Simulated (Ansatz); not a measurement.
Effective masses and thermopower of MgO under load (space group Fm-3m)

Data:

```yaml
crystal:
  lattice:
    - [0.00000, 2.13645, 2.13645]
    - [2.13645, 0.00000, 2.13645]
    - [2.13645, 2.13645, 0.00000]
  atoms:
    - { symbol: Mg, position: [0.00000, 0.00000, 0.00000] }
    - { symbol: O, position: [0.50000, 0.50000, 0.50000] }
```

Computed with PBE, rigid bands (plane waves, PAW, scalar-relativistic; Ansatz, a program for electronic structure). Condition of this run: hydrostatic pressure of -6 GPa (compression positive) (the target of the relaxation). Geometry: cell and atoms relaxed with PBEsol, then loaded as said.

```json
{
  "band_gap": "4.34 eV",
  "electron conductivity mass (300 K, dilute)": "0.34 mₑ",
  "hole conductivity mass (300 K, dilute)": "2.4 mₑ",
  "effective density of states N_c (300 K)": "5.1e18 cm⁻³",
  "effective density of states N_v (300 K)": "3.2e20 cm⁻³",
  "density_of_states_mass_electrons": "0.34 mₑ",
  "density_of_states_mass_holes": "5.4 mₑ",
  "Seebeck coefficient, n-type 1e19 cm⁻³, 300 K": "-168 μV/K",
  "best n-type power factor at 300 K for τ = 10 fs (best axis; densities from 1e16 to 1e21 cm⁻³ tried, whether or not they can be reached)": "2.3 μW/(cm·K²) at 1e19 cm⁻³",
  "Seebeck coefficient, p-type 1e19 cm⁻³, 300 K": "514 μV/K"
}
```

Rigid bands; masses and Seebeck coefficients take one relaxation time τ for all states and one kind of carrier; polarons and phonon drag are left out. Spin-orbit coupling is left out. Geometry: cell and atoms relaxed with PBEsol.
